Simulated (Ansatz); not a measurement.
Input:

End structure of S on the 1x1 (110) surface of bcc Mo, one in a 2x1 cell, started at the site 'hollow Mo-Mo-Mo':

```
CELL_PARAMETERS angstrom
      5.47470     0.00000     0.00000
     -0.91245     2.58080     0.00000
      0.00000     0.00000    26.00000
ATOMIC_POSITIONS crystal
  Mo 0.25000 0.50000 0.37429
  Mo 0.75000 0.50000 0.37429
  Mo 0.00000 0.00000 0.45665
  Mo 0.50000 0.00000 0.45665
  Mo 0.25116 0.49959 0.54435
  Mo 0.75385 0.49311 0.54194
  Mo 0.99438 0.01314 0.62975
  Mo 0.51418 0.97233 0.62721
  S  0.19365 0.65523 0.69394
```

Slab: 9 atoms, 6.5 Å thick at the start under the adsorbate (thin: gaps and levels are the slab's own); k 6x12x1, smearing 0.1 eV, dipole-corrected; 4 atoms held, the rest relaxed; no symmetry held; no spin, no spin-orbit, no U, no dispersion correction. At the end it is bonded to 3 Mo. In PBE it is, or lies within 0.03 eV of, the lowest of the starts that converged.

A negative adsorption energy means that the adsorbate is more stable on the surface than in its reference.

Q: Predict the adsorption energy against ⅛ S8(g) from Ansatz (a first-principles code) with PBE.

A: -2.35 eV

Q: What is the computed work function of the top face (PBE)?

A: 5.01 eV

Q: What is the computed change of the work function (PBE)?

A: 0.42 eV

Q: Give the change of the step from the bottom to the top vacuum level, against the clean slab at the level PBE.

A: 0.47 eV
